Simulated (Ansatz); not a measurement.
Results of r²SCAN in Ansatz (PAW) for L1₂ (Cu3Au-type) Al3Sc.

Run with plane-wave cutoff 600 eV, 16×16×16 k mesh, Fermi–Dirac smearing 0.081 eV (set by the program), scalar-relativistic PAW data made under PBE.

Computed at the level's own relaxed cell.

Elastic tensor (GPa, Voigt notation, ions relaxed):

```
  198.5    41.7    41.7     0.0     0.0     0.0
   41.7   198.5    41.7     0.0     0.0     0.0
   41.7    41.7   198.5     0.0     0.0     0.0
    0.0     0.0     0.0    81.6     0.0     0.0
    0.0     0.0     0.0     0.0    81.6     0.0
    0.0     0.0     0.0     0.0     0.0    81.6
```

Worked from these constants: the tetragonal shear constant is C′ = (C11 − C12)/2 = 78.4 GPa against C44 = 81.6 GPa, so the tetragonal shear is the softer. The Zener ratio C44/C′ is 1.04 (1 for an isotropic solid), and the Cauchy pressure C12 − C44 is -39.9 GPa. With C11 + 2C12 = 281.9 GPa all three Born conditions hold; they don't test modes at the zone boundary.

The computed numbers hold no vibrational or temperature effects.

Ansatz is a quantum-chemistry and plane-wave program.
